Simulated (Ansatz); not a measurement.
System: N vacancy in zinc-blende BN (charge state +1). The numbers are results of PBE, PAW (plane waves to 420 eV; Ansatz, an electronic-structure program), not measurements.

Settings: 64 host sites, the relaxed PBE lattice, a 2×2×2 k-point mesh shifted by half a step, smearing 0.01 eV, spin-restricted, no image-charge correction. No zero-point or tunnelling terms. The charge state is imposed; whether it is stable for some Fermi level was not computed. Forms of the defect that were not tried may lie lower.

Barriers: single points on a 3×3×3 k-point mesh shifted by half a step at the bands' geometries.

The only route run: a nearby N atom hops onto the vacant site; the atom moves 2.53 Å along (0.00, -0.49, -0.49) of the unit cell; the moving atom starts with neighbours B at 1.53, 2 B at 1.57, B at 1.59 Å and ends with B at 1.53, 2 B at 1.57, B at 1.59 Å. Its barrier is 7.35 eV. The saddle point's order was not checked, and it lies on a symmetry element of the cell, where a band can be held. The defect has 12 equivalent sites to jump to, 2.56 Å away. Attempt frequency: take 10 THz as a typical guess.

Estimate the defect's diffusion coefficient at 1200 K, how far it wanders in 1 min, and how much an error of 0.1 eV in the barrier would matter.

kT = 0.1034 eV, so each jump happens at Γ = ν exp(−E/kT) = 1.0e13 × exp(−71.08) ≈ 1.4e-18 s⁻¹. For uncorrelated jumps in a cubic host D = z λ² Γ / 6 = 12 × (2.56e-8 cm)² × 1.4e-18 / 6 ≈ 1.8e-33 cm²/s. The root-mean-square distance is √(6Dt) ≈ 8e-9 nm, less than one jump, so the defect is frozen in. An error of 0.1 eV changes D by a factor exp(0.1/kT) ≈ 2.6, and the distance by its square root. This is the isolated defect's own diffusivity; trapping, its concentration and zero-point motion are left out.
